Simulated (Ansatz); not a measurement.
Response to strain in SnO

Start from SnO (space group P4/nmm, No. 129; layered, stacked along the Cartesian z axis).

```
SnO
1.0
    3.83709     0.00000     0.00000
    0.00000     3.83709     0.00000
    0.00000     0.00000     4.75881
Sn O
2 2
Direct
  0.50000   0.00000   0.75657
  0.00000   0.50000   0.24343
  0.50000   0.50000   0.00000
  0.00000   0.00000   0.00000
```

Cartesian axes are those of the cell as printed.

Strains are applied to the cell and any free atomic positions relax; under biaxial strain the out-of-plane vector relaxes too.

Method: PBE-D3(BJ) (Ansatz, a program for electronic structure; PAW; 420 eV plane waves; no spin-orbit coupling).

Notes on the quantities. pressure: mean of the normal stresses, compression positive.

```tsv
case	pressure	volume per atom
base	0.0 GPa	17.52 Å³
biaxial strain −3.00 %, plane normal [001], relaxed out of plane	…	…
biaxial strain −2.40 %, plane normal [001], relaxed out of plane	2.9 GPa	16.91 Å³
biaxial strain −1.80 %, plane normal [001], relaxed out of plane	2.1 GPa	17.07 Å³
biaxial strain −1.20 %, plane normal [001], relaxed out of plane	1.4 GPa	17.23 Å³
biaxial strain −0.60 %, plane normal [001], relaxed out of plane	0.7 GPa	17.38 Å³
```

Question: Some entries are withheld; estimate them.

Answer: 
- biaxial strain −3.00 %, plane normal [001], relaxed out of plane, pressure: 3.7 GPa
- biaxial strain −3.00 %, plane normal [001], relaxed out of plane, volume per atom: 16.74 Å³

Stability against distortions was not tested. All final runs are without spin polarisation.
